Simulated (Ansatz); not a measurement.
Input and output of a self-consistent single point for Rh (Fm-3m, 1 atom in the cell) (Ansatz, an electronic-structure program).

Method of the run: PBE, norm-conserving files (source: ansatz) (plane waves; Ansatz).

The change in words: lattice scaled by 0.98; basis.ecutwfc: 420 eV → 2395 eV; hamiltonian.pseudopotentials: {kind: paw} (the program's default PAW files) → {kind: nc, source: ansatz}. Reference geometry:
```
Rh
1.0
    0.00000     1.90950     1.90950
    1.90950     0.00000     1.90950
    1.90950     1.90950     0.00000
Rh
1
Direct
  0.00000   0.00000   0.00000
```

Reference input (self-consistent single point, DFT, PBE, plane waves, default PAW files): basis.ecutwfc = 420 eV; kpoints.mp_grid.grid = 15 15 15; hamiltonian.xc = pbe; hamiltonian.pseudopotentials = {kind: paw} (the program's default PAW files); scf.occupations.method = fermi_dirac; scf.occupations.width = 0.1 eV. This run's input differs from it in these lines:

Ansatz 0.2 input:
```diff
@@ -2,5 +2,5 @@
   lattice:
-    - [0.000000, 1.909500, 1.909500]
-    - [1.909500, 0.000000, 1.909500]
-    - [1.909500, 1.909500, 0.000000]
+    - [0.000000, 1.871310, 1.871310]
+    - [1.871310, 0.000000, 1.871310]
+    - [1.871310, 1.871310, 0.000000]
   atoms:
@@ -8,3 +8,3 @@
 basis:
-  ecutwfc: 420.0 eV
+  ecutwfc: 2395.0 eV
 kpoints:
@@ -15,3 +15,4 @@
   pseudopotentials:
-    kind: paw
+    kind: nc
+    source: ansatz
 scf:
```

The program printed (abridged):

```
SCF iter   1: F=—  HF=-3191.043862 eV  |F-HF|=—  |Δ(HF+E_count)|=         —  Δρ=1.16e-1  dr2=1.47e0  ethr=3.10e-3  ⟨swp⟩=7.2  Hψ=11741  notcnv=0
all-band conjugate gradients solve this SCF's bands
preconditioner: auto → none
SCF iter   2: F=—  HF=-3190.628351 eV  |F-HF|=—  |Δ(HF+E_count)|=   4.16e-1  Δρ=4.03e-2  dr2=8.61e-2  ethr=3.10e-3  ⟨swp⟩=3.7  Hψ=4597  notcnv=0
SCF iter   3: F=—  HF=-3190.601155 eV  |F-HF|=—  |Δ(HF+E_count)|=   2.72e-2  Δρ=1.53e-2  dr2=7.87e-3  ethr=5.07e-4  ⟨swp⟩=3.7  Hψ=3644  notcnv=0
SCF iter   4: F=—  HF=-3190.600138 eV  |F-HF|=—  |Δ(HF+E_count)|=   1.02e-3  Δρ=1.63e-3  dr2=7.97e-5  ethr=4.63e-5  ⟨swp⟩=1.7  Hψ=1899  notcnv=0
SCF iter   5: F=—  HF=-3190.600219 eV  |F-HF|=—  |Δ(HF+E_count)|=   8.12e-5  Δρ=1.84e-4  dr2=3.43e-6  ethr=4.69e-7  ⟨swp⟩=2.5  Hψ=2787  notcnv=0
SCF iter   6: F=-3190.600219 eV  HF=-3190.600219 eV  |F-HF|=2.50e-10  |Δ(HF+E_count)|=   5.79e-7  Δρ=1.35e-5  dr2=5.45e-9  ethr=5.88e-10  ⟨swp⟩=8.9  Hψ=12082  notcnv=0
SCF 1 converged in 6 iterations: F = -3190.600219 eV  dr2 = 5.45e-9
Free energy (F): -3190.600219 eV
Internal energy: -3190.560117 eV  (E = F + TS)
E sigma→0 (E₀):  -3190.580168 eV
Entropy (-TS):   -0.040102 eV (-40.102 meV/atom)
Fermi energy:    24.096615 eV
--- Forces (eV/Å), atoms counted from 1 ---
  atom   1  Rh     0.00000000     0.00000000     0.00000000
--- Stress (GPa, compression-positive) ---
       21.727297       0.000000      -0.000000
        0.000000      21.727297      -0.000000
       -0.000000       0.000000      21.727297
  P = ⅓ Tr σ = 21.7273 GPa (217.273 kbar)
  The stress holds the Pulay correction. Without it, at fixed plane waves, as pw.x and ABINIT print it: P = 21.7215 GPa
```

The run converged in 6 iterations. Against the reference run the pressure goes from 2.62 to 21.73 GPa.

The starting cell has typed, rounded lattice constants, without a prior relaxation at this level. Its lattice was rescaled by up to half a per cent. For this run, on top of that: lattice scaled by 0.98. Spin polarisation is off. Ansatz's pressure includes its estimate of the finite-basis (Pulay) stress.
